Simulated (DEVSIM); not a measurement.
## illuminated GaSb p-on-n cell, one wavelength

Device: illuminated GaSb p-on-n cell, one wavelength, at 250 K.

| layer (left to right) | material | thickness (μm) | Nd (cm⁻³) | Na (cm⁻³) | τn (s) | τp (s) | absorption coefficient (cm⁻¹) |
|---|---|---|---|---|---|---|---|
| 1 | GaSb | 0.250 | - | 8.3e17 | 2e-9 | 8.6e-10 | 31000 |
| 2 | GaSb | 6.00 | 7.2e16 | - | 3.6e-8 | 3.6e-8 | 31000 |

Left contact: ohmic, minority electron recombination velocity 1e6 cm/s. Right contact: ohmic, minority hole recombination velocity 10000 cm/s. Voltage is applied to the left contact. Recombination: SRH at mid-gap, radiative, Auger. Light enters at the left, 5.4e16 photons cm⁻² s⁻¹, one pass, no reflection. Mobility is μmin + (μ − μmin)/(1 + (N/Nref)^α).

The device is made up for the run: typed textbook-type constants, with dimensions and the other settings drawn at random. Values at 300 K; Nc and Nv go as T^1.5, mobilities as T to minus their exponent, the gap by Varshni's rule with the affinity fixed.

| parameter | GaSb |
|---|---|
| gap (eV) | 0.726 |
| affinity (eV) | 4.06 |
| permittivity | 15.7 |
| Nc (cm⁻³) | 2.1e17 |
| Nv (cm⁻³) | 1.8e19 |
| μn (cm²/Vs) | 5000 |
| μp (cm²/Vs) | 850 |
| μn,min | 1000 |
| μp,min | 190 |
| Nref,n | 2.8e17 |
| Nref,p | 9e17 |
| αn | 1.05 |
| αp | 0.65 |
| T exponent of μn | 2 |
| T exponent of μp | 1.7 |
| B (cm³/s) | 1e-10 |
| Cn (cm⁶/s) | 5e-30 |
| Cp (cm⁶/s) | 5e-30 |
| Varshni α (eV/K) | 0.00042 |
| Varshni β (K) | 140 |

DEVSIM, 1D drift-diffusion, Boltzmann statistics, complete ionisation; no tunnelling, impact ionisation, image-force lowering or self-heating.

The potential step across the device at zero bias is 0.667 V, the largest field in the device at zero bias is 98000 V/cm and the dark forward voltage at 1 A/cm² is 0.466 V. The dark forward voltage at 100 A/cm² comes out as 0.567 V. The short-circuit current comes out as 7.76 mA/cm², the open-circuit voltage comes out as 0.360 V and the fill factor is 0.77. The largest power is 2.14 mW/cm² and the share of generated pairs collected at short circuit is 0.897.

Current under light (generator sign):

```json
[
 {"V (V)": "0.00", "J (mA/cm²)": "7.76"},
 {"V (V)": "0.04", "J (mA/cm²)": "7.76"},
 {"V (V)": "0.08", "J (mA/cm²)": "7.76"},
 {"V (V)": "0.12", "J (mA/cm²)": "7.75"},
 {"V (V)": "0.16", "J (mA/cm²)": "7.75"},
 {"V (V)": "0.20", "J (mA/cm²)": "7.73"},
 {"V (V)": "0.22", "J (mA/cm²)": "7.72"},
 {"V (V)": "0.24", "J (mA/cm²)": "7.68"},
 {"V (V)": "0.26", "J (mA/cm²)": "7.62"},
 {"V (V)": "0.28", "J (mA/cm²)": "7.47"},
 {"V (V)": "0.30", "J (mA/cm²)": "7.14"},
 {"V (V)": "0.32", "J (mA/cm²)": "6.36"},
 {"V (V)": "0.34", "J (mA/cm²)": "4.47"},
 {"V (V)": "0.36", "J (mA/cm²)": "-0.152"}
]
```

Dark forward current:

(V (V), J (A/cm²)): (0.05, 2.6e-7); (0.10, 1.1e-6); (0.15, 4.2e-6); (0.20, 1.7e-5); (0.25, 8.9e-5); (0.30, 0.00060); (0.35, 0.0051); (0.40, 0.048); (0.45, 0.47); (0.50, 4.8); (0.55, 47); (0.60, 420); (0.65, 2900)
